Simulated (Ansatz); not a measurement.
Reference: InSe (R3m), PBEsol+D3BJ, rigid bands (plane waves, PAW, scalar-relativistic; Ansatz, a first-principles code); axes and stresses refer to this cell.

```
InSe
1.0
    1.98054     1.14346     8.06147
   -1.98054     1.14346     8.06147
    0.00000    -2.28692     8.06147
In Se
2 2
Direct
  0.11295   0.11295   0.11295
  0.99929   0.99929   0.99929
  0.61264   0.61264   0.61264
  0.83282   0.83282   0.83282
```

- electron mass along x: 0.118 mₑ
- hole conductivity mass: 0.24 mₑ
- Seebeck coefficient, n-type 1e19 cm⁻³: -58 μV/K

Question: Change: functional r2SCAN on the same cell. What happens to electron mass along x, hole conductivity mass, Seebeck coefficient, n-type 1e19 cm⁻³?

Answer: electron mass along x increases to 0.145 mₑ; hole conductivity mass goes up to 0.29 mₑ; Seebeck coefficient, n-type 1e19 cm⁻³ goes up in size to -75 μV/K.

Masses are for dilute carriers at 300 K, harmonic means over directions unless an axis is named. Seebeck coefficients are for the stated density at 300 K, with one relaxation time for all states and whether or not that doping can be reached. Spin-orbit coupling is left out unless a row names it; without it hole values are far off for these elements. 

Formula and space group known from diffraction (Crystallography Open Database), not checked to be the room-temperature form: InSe (R3m). PBEsol with a dispersion correction tends to overbind, so the cell can be several per cent short, in bad cases over ten, which usually narrows a gap: InSe (R3m).
